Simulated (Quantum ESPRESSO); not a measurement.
Band structure of CoCl₂ (R-3m, 3 atoms in the cell).

```yaml
crystal:
  lattice:
    - [1.77200, 1.02306, 5.81000]
    - [-1.77200, 1.02306, 5.81000]
    - [0.00000, -2.04613, 5.81000]
  atoms:
    - { symbol: Co, position: [0.00000, 0.00000, 0.00000], spin: 3.0 }
    - { symbol: Cl, position: [0.25000, 0.25000, 0.25000] }
    - { symbol: Cl, position: [0.75000, 0.75000, 0.75000] }
```
(The spins are starting values, not results.)

Level of theory: PBEsol, PSlibrary PAW (PBE) pseudopotentials (plane waves; Quantum ESPRESSO).

Settings: ecutwfc = 50 Ry; ecutrho = 300 Ry; occupations = smearing; smearing = mp; degauss = 0.0073499 Ry; nspin = 2; input_dft = pbesol; potentials = {Co: Co.pbe-n-kjpaw_psl.1.0.0.UPF, Cl: Cl.pbe-nl-kjpaw_psl.1.0.0.UPF}; K_POINTS = automatic 4 4 4 0 0 0; conv_thr = 1e-10 Ry; mixing_beta = 0.4.

The starting cell comes from a database of published, mostly measured structures (it also holds non-ambient and calculated ones), without a prior relaxation at this level. With one magnetic atom in the cell only a parallel order is possible.

Levels in eV from the Fermi level, bands 10 to 17 of the first spin channel:
```tsv
point	10	11	12	13	14	15	16	17
Γ	-1.90	-1.87	-0.71	-0.71	3.30	5.40	8.66	8.66
L	-2.03	-1.94	-1.19	-0.88	4.83	6.36	7.79	8.47
Z	-2.03	-2.03	-0.61	-0.61	4.62	5.51	9.01	9.01
F	-2.02	-1.99	-0.70	-0.67	3.93	5.49	7.47	8.69
P1	-2.01	-1.97	-0.88	-0.72	4.12	5.81	7.61	8.30
P	-2.01	-1.97	-0.88	-0.72	4.12	5.81	7.61	8.30
```

No band crosses the Fermi level by more than 0.03 eV along this path.

The net moment of the cell came out as 3.00 μB.
